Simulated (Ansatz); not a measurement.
WC: response to strain

Take WC (space group P-6m2, No. 187; a = 2.884 Å, c = 2.812 Å; relaxed with 0.1 eV smearing) as the base.

Strains are applied to the cell and any free atomic positions relax.

All numbers come from Ansatz (an electronic-structure program), LDA, PAW, cutoff 420 eV, no spin-orbit coupling.

Notes on the quantities. energy relative to the base: free energy F; pressure: mean of the normal stresses, compression positive.

| change | volume per atom | energy relative to the base | pressure |
|---|---|---|---|
| base | 10.13 Å³ | 0 meV/atom | 0.0 GPa |
| isotropic strain −3.00 % | 9.24 Å³ | +120 meV/atom | 47.0 GPa |
| isotropic strain −2.50 % | 9.39 Å³ | +82 meV/atom | 37.8 GPa |
| isotropic strain −2.00 % | 9.53 Å³ | +52 meV/atom | 29.2 GPa |
| isotropic strain −1.00 % | 9.83 Å³ | +12 meV/atom | 13.7 GPa |
| isotropic strain +0.50 % | 10.28 Å³ | +3.0 meV/atom | -6.2 GPa |
| isotropic strain +1.00 % | 10.43 Å³ | +12 meV/atom | -11.9 GPa |
| isotropic strain +1.50 % | 10.59 Å³ | +26 meV/atom | -17.3 GPa |
| isotropic strain +2.00 % | 10.75 Å³ | (withheld) | (withheld) |
| isotropic strain +3.00 % | 11.07 Å³ | +99 meV/atom | -31.2 GPa |

Problem. Complete the table.

Solution. 
- isotropic strain +2.00 %, energy relative to the base: +45 meV/atom
- isotropic strain +2.00 %, pressure: -22.3 GPa

No phonon test of stability was made. The final runs are not spin-polarised.
